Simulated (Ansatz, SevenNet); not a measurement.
# How the equilibrium volume per atom of ZrSi2 (Cmcm, No. 63) moves with the method

No measured value is used here.

```csv
level (code),value (Å³/atom)
SevenNet-0 (SevenNet),16.90
SevenNet-l3i5 (SevenNet),16.86
LDA (Ansatz),16.02
PBE (Ansatz),16.80
PBEsol (Ansatz),16.31
PBE-D3(BJ) (Ansatz),16.17
PBE-D4 (Ansatz),16.35
rVV10 (Ansatz),17.06
r²SCAN (Ansatz),16.75
r²SCAN-D4 (Ansatz),16.60
r²SCAN+rVV10 (Ansatz),16.64
HSE06 (Ansatz),16.54
```

SevenNet-0, SevenNet-l3i5, LDA, PBE, PBEsol, PBE-D3(BJ), PBE-D4, rVV10, r²SCAN, r²SCAN-D4, r²SCAN+rVV10, HSE06: the relaxation could not lower the start's symmetry, so the cell can be a saddle point above a distorted one. HSE06: hybrids on metals are sensitive to the k mesh and can open a false gap. Cutoffs and k meshes differ between the levels. Ansatz's density-functional and Hartree–Fock values are scalar-relativistic unless marked +SOC, with PAW data made under PBE.

Machine-learned potentials (SevenNet-0, SevenNet-l3i5) are trained on DFT data, which may include these solids.

Ansatz is a quantum-chemistry and plane-wave program.
